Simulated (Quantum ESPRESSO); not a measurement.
## Several settings converged on BePd (P4mm, 2 atoms in the cell)

```
BePd
1.0
    2.80321     0.00000     0.00000
    0.00000     2.80321     0.00000
    0.00000     0.00000     2.80321
Be Pd
1 1
Direct
  0.00000   0.00000   0.01784
  0.50000   0.50000   0.50000
```

Base method: PBEsol, GBRV 1.5 ultrasoft (PBESOL) pseudopotentials (plane waves; Quantum ESPRESSO).

Base settings: ecutwfc = 40 Ry; ecutrho = 320 Ry; occupations = smearing; smearing = fermi-dirac; degauss = 0.0073499 Ry; potentials = {Be: be_pbesol_v1.4.uspp.F.UPF, Pd: pd_pbesol_v1.4.uspp.F.UPF}; K_POINTS = automatic 10 10 10 0 0 0; conv_thr = 1e-10 Ry.

The count of work is k-points × plane waves × bands × iterations; it is no time. Core times come from one kind of shared machine, to one figure; runs under 30 s give none.

**The width of Fermi-Dirac smearing**

In this ladder: K_POINTS = automatic 16 16 16 0 0 0.

Narrow widths need finer meshes than wide ones, so the last steps can hold mesh noise.

Only quantities that move along the ladder and can be compared are tabulated; pressure and forces are left out, as mesh noise rules them at narrow widths.

| degauss | free energy less the last step's (meV/atom) | energy extrapolated to zero width less the last step's (meV/atom) |
|---|---|---|
| 0.073499 Ry | -532.62 | 60.93 |
| 0.036749 Ry | -118.59 | -0.34 |
| 0.02205 Ry | -44.52 | -4.92 |
| 0.0147 Ry | -20.84 | -2.62 |
| 0.0073499 Ry | -4.74 | -0.49 |
| 0.0036749 Ry | 0.00 | 0.00 |

Widest degauss that holds the energy extrapolated to zero width within 2 meV/atom of the last step, with all finer ones: 0.0073499 Ry; the step before is off by 2.6 meV/atom.

Widest degauss that holds the free energy within 2 meV/atom: not settled: the last two steps still differ by 4.7 meV/atom, over half the tolerance, so the ladder does not show it.

The extrapolation to zero width removes most of the smearing's effect on the energy.

**The width of Methfessel-Paxton smearing**

In this ladder: smearing = methfessel-paxton; K_POINTS = automatic 16 16 16 0 0 0.

Narrow widths need finer meshes than wide ones, so the last steps can hold mesh noise.

Only quantities that move along the ladder and can be compared are tabulated; pressure and forces are left out, as mesh noise rules them at narrow widths.

```tsv
degauss	free energy less the last step's (meV/atom)
0.073499 Ry	-6.82
0.036749 Ry	-2.51
0.02205 Ry	-0.88
0.0147 Ry	-0.47
0.0073499 Ry	-0.17
0.0036749 Ry	0.00
```

Widest degauss that holds the free energy within 5 meV/atom of the last step, with all finer ones: 0.036749 Ry; the step before is off by 6.8 meV/atom.

**The mesh under tetrahedron occupations**

In this ladder: occupations = tetrahedra_opt; smearing = default; degauss = default.

Only quantities that move along the ladder and can be compared are tabulated.

```tsv
K_POINTS	free energy less the last step's (meV/atom)	pressure (GPa)	largest difference of a force vector from the last step's (eV/Å)	count of work / last	core time / last (rough)
automatic 5 5 5 0 0 0	11.85	-0.74	0.014	0.011	–
automatic 6 6 6 0 0 0	49.34	-0.29	0.001	0.025	–
automatic 8 8 8 0 0 0	20.61	-0.56	0.004	0.046	–
automatic 9 9 9 0 0 0	5.25	-0.68	0.000	0.046	–
automatic 11 11 11 0 0 0	3.28	-0.66	0.000	0.086	–
automatic 14 14 14 0 0 0	3.24	-0.67	0.000	0.20	0.2
automatic 18 18 18 0 0 0	1.24	-0.67	0.000	0.37	0.4
automatic 22 22 22 0 0 0	0.46	-0.67	0.000	0.64	0.6
automatic 27 27 27 0 0 0	0.00	-0.66	0.000	1.0	1
```

Coarsest K_POINTS that holds the free energy within 1 meV/atom of the last step, with all finer ones: automatic 22 22 22 0 0 0; the step before is off by 1.2 meV/atom.

Coarsest K_POINTS that holds the forces within 0.01 eV/Å of the last step, with all finer ones: automatic 6 6 6 0 0 0, at 0.025 of the last step's count of work; the step before is off by 0.014 eV/Å.

Coarsest K_POINTS that holds the pressure within 0.2 GPa of the last step, with all finer ones: automatic 8 8 8 0 0 0, at 0.046 of the last step's count of work; the step before is off by 0.36 GPa.

Two neighbours can agree and both be off: automatic 11 11 11 0 0 0 and automatic 14 14 14 0 0 0 differ by 0.03 meV/atom in the free energy, yet lie about 3.2 meV/atom from the last step.

On the base run: the starting cell comes from a database of computed structures (which also holds hypothetical and non-ambient phases and stackings), without a prior relaxation at this level. Its lattice was rescaled by up to half a per cent. One atom was moved a little off its site on purpose. Spin polarisation is off.

Left out of this page: 4 runs of the series outside the window shown, repeating another row's setting, or not comparable.
